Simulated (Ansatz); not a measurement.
# How far PBE and r2SCAN part for Al2Cu, uniaxial strain ε_zz = +1.12 %

Base system: Al2Cu (space group I4/mcm, No. 140; a = 6.060 Å, c = 4.875 Å). Axes: x, y, z lie along a, b, c of the conventional cell.

(Cell as relaxed with PBE.)

Levels (all Ansatz, an electronic-structure program, PAW): PBE (420 eV, no spin-orbit coupling); r2SCAN (500 eV, no spin-orbit coupling).

Each level relaxes its own structure.

| base | PBE | r2SCAN |
|---|---|---|
| volume per atom | 14.92 Å³ | 14.40 Å³ |
| lattice parameter a | 6.060 Å | 6.006 Å |
| band gap | zero | zero |

One thing is altered: uniaxial strain ε_zz = +1.12 %, all other strain components held at zero; the atoms relax in the strained cell.

```json
[
 {"quantity": "pressure (mean of the normal stresses, compression positive)", "PBE": "-1.0 GPa", "r2SCAN": "…"},
 {"quantity": "energy relative to the base (free energy F)", "PBE": "+1.0 meV/atom", "r2SCAN": "…"},
 {"quantity": "shortest interatomic distance", "PBE": "2.465 Å", "r2SCAN": "…"},
 {"quantity": "band gap", "PBE": "zero", "r2SCAN": "…"}
]
```

**Question.** What does r2SCAN give?

**Answer.** 
- pressure (mean of the normal stresses, compression positive), r2SCAN: -1.2 GPa
- energy relative to the base (free energy F), r2SCAN: +1.0 meV/atom
- shortest interatomic distance, r2SCAN: 2.422 Å
- band gap, r2SCAN: zero

PBE's pressure lies 0.2 GPa above r2SCAN's; PBE's shortest interatomic distance lies 0.043 Å above r2SCAN's (1.8 %); the two agree on the energy relative to the base and band gap. Neither level is exact; r2SCAN is the comparison here, not a measurement.

Without a gap, meshes like the base's 12×12×12 leave anisotropic stresses uncertain by several tenths of a GPa, and small strain energies with them. No phonon test of stability was made. The final runs are not spin-polarised.
